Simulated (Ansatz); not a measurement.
The parent structure is TaC in the rock salt structure (space group Fm-3m, No. 225; a = 4.440 Å).

Level of theory: Kohn–Sham DFT with the PBEsol functional, run in Ansatz (a first-principles code) with PAW and 420 eV plane waves, spin-orbit coupling left out.

Base values:

| Property | Value |
|---|---|
| Volume per atom | 10.94 Å³ |

One thing is altered: every C is replaced by Os, then cell and atoms are relaxed.

Task: How does this affect the volume per atom?

Result: The volume per atom goes up by 6.70 Å³, from 10.94 Å³ to 17.64 Å³.

Stability against distortions was not tested. As relaxed here, TaOs is a hypothetical phase, not in the database extracts checked. The final runs are not spin-polarised. An odd electron count without spin: TaOs and TaC.
